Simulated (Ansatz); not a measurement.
**Thickness series in hypothetical Fm-3m MoTe2**

Start from MoTe2 (space group Fm-3m, No. 225; a hypothetical phase, not in the database extracts checked).

```yaml
crystal:
  lattice:
    - [0.00000, 3.28038, 3.28038]
    - [3.28038, 0.00000, 3.28038]
    - [3.28038, 3.28038, 0.00000]
  atoms:
    - { symbol: Mo, position: [0.00000, 0.00000, 0.00000] }
    - { symbol: Te, position: [0.25000, 0.25000, 0.25000] }
    - { symbol: Te, position: [0.75000, 0.75000, 0.75000] }
```

Cartesian axes are those of the cell as printed.

Free-standing slabs (3 atom(s) a layer) normal to [111] with 15 Å of vacuum; in-plane cell held at bulk.

All numbers come from PBEsol/PAW in Ansatz (a first-principles code), no spin-orbit coupling.

Notes on the quantities. excess energy per area of both faces: slab less bulk energy over the cell's area: twice a surface energy; uncertain by up to 0.2 J/m².

```tsv
case	thickness between the outermost nuclei	shortest interatomic distance	excess energy per area of both faces	change of the spacing d12 from its bulk value of 0.947 Å	change of the spacing d23 from its bulk value of 0.947 Å
base	–	2.841 Å	–	–	–
1 layer	1.78 Å	2.823 Å	–	-6.0 %	–
2 layers	5.53 Å	2.724 Å	0.90 J/m²	+2.2 %	-7.5 %
3 layers	9.25 Å	2.717 Å	0.8 J/m²	-3.3 %	-8.2 %
4 layers	13.06 Å	2.721 Å	0.9 J/m²	-0.8 %	-10.6 %
5 layers	16.88 Å	2.717 Å	0.8 J/m²	+0.2 %	-10.8 %
6 layers	20.66 Å	2.718 Å	0.9 J/m²	-0.5 %	-10.2 %
```

Slab and bulk use different k-meshes, which limits the precision of the excess energy. Stability against distortions was not tested. All final runs are without spin polarisation. MoTe2 has a high density of states at the Fermi level and may be magnetic at this level.
